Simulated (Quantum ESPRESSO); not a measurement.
Worked example: self-consistent single point of ZrTi (P1, 2 atoms in the cell) in Quantum ESPRESSO.

Method of the run: LDA (PZ), GBRV 1.5 ultrasoft (LDA) pseudopotentials (plane waves; Quantum ESPRESSO).

The change in words: lattice scaled by 0.98. Reference geometry:
```xyz
2
Lattice="3.1119 0.0000 0.0000 0.0000 3.1119 0.0000 0.0000 0.0000 4.1978" Properties=species:S:1:pos:R:3 pbc="T T T"
Zr     1.5627     1.5573     2.1687
Ti    -0.0068    -0.0013    -0.0699
```

Reference input (self-consistent single point, DFT, LDA (PZ), plane waves, GBRV 1.5 ultrasoft (LDA) pseudopotentials): ecutwfc = 50 Ry; ecutrho = 400 Ry; occupations = smearing; smearing = gaussian; degauss = 0.0073499 Ry; potentials = {Zr: zr_lda_v1.uspp.F.UPF, Ti: ti_lda_v1.4.uspp.F.UPF}; K_POINTS = automatic 8 8 6 0 0 0; conv_thr = 1e-11 Ry. This run's input differs from it in these lines:

```diff
@@ -26,5 +26,5 @@
 CELL_PARAMETERS {angstrom}
-   3.111930000     0.000000000     0.000000000
-   0.000000000     3.111930000     0.000000000
-   0.000000000     0.000000000     4.197770000
+   3.049691000     0.000000000     0.000000000
+   0.000000000     3.049691000     0.000000000
+   0.000000000     0.000000000     4.113815000
 ATOMIC_POSITIONS {crystal}
```

Output (repeated stretches shortened):

```
     Self-consistent Calculation

     iteration #  1     ecut=    50.00 Ry     beta= 0.70

---- Real-time Memory Report at c_bands before calling an iterative solver
           152 MiB given to the printing process from OS
            98 MiB allocation reported by mallinfo(arena+hblkhd)
------------------

     negative rho (up, down):  6.125E-02 0.000E+00

     total energy              =    -218.01398279 Ry
     estimated scf accuracy    <       0.83691303 Ry

     iteration #  2     ecut=    50.00 Ry     beta= 0.70

---- Real-time Memory Report at c_bands before calling an iterative solver
   [... lines left out ...]
           236 MiB given to the printing process from OS
           111 MiB allocation reported by mallinfo(arena+hblkhd)
------------------

     negative rho (up, down):  6.168E-02 0.000E+00

     total energy              =    -218.52087615 Ry
     estimated scf accuracy    <          2.0E-11 Ry

     iteration # 18     ecut=    50.00 Ry     beta= 0.70

---- Real-time Memory Report at c_bands before calling an iterative solver
           236 MiB given to the printing process from OS
           111 MiB allocation reported by mallinfo(arena+hblkhd)
------------------

     negative rho (up, down):  6.168E-02 0.000E+00
     End of self-consistent calculation

     the Fermi energy is    14.4345 ev

!    total energy              =    -218.52087615 Ry
     estimated scf accuracy    <          1.8E-12 Ry
     smearing contrib. (-TS)   =      -0.00102477 Ry
     internal energy E=F+TS    =    -218.51985139 Ry

     convergence has been achieved in  18 iterations

     negative rho (up, down):  6.168E-02 0.000E+00

     Forces acting on atoms (cartesian axes, Ry/au):

     atom    1 type  1   force =    -0.00160417   -0.00031866   -0.02856909
     atom    2 type  2   force =     0.00160417    0.00031866    0.02856909

     Total force =     0.040469     Total SCF correction =     0.000000

     negative rho (up, down):  6.168E-02 0.000E+00
          total   stress  (Ry/bohr**3)                   (kbar)     P=      -10.58
  -0.00005379   0.00000018   0.00000001           -7.91        0.03        0.00
   0.00000018  -0.00005387  -0.00000000            0.03       -7.93       -0.00
   0.00000001  -0.00000000  -0.00010816            0.00       -0.00      -15.91

   JOB DONE.
```

The run converged in 18 iterations. Against the reference run the free energy goes down by 30.1 meV/atom, the pressure goes from -6.81 to -1.06 GPa and the largest force goes from 0.548 to 0.736 eV/Å.

The starting cell comes from a database of computed structures (which also holds hypothetical and non-ambient phases and stackings), without a prior relaxation at this level. Its atoms were displaced at random from the sites of space group no. 123. For this run, on top of that: lattice scaled by 0.98. Spin polarisation is off.

Cost on one core of a shared machine: roughly 3 min.
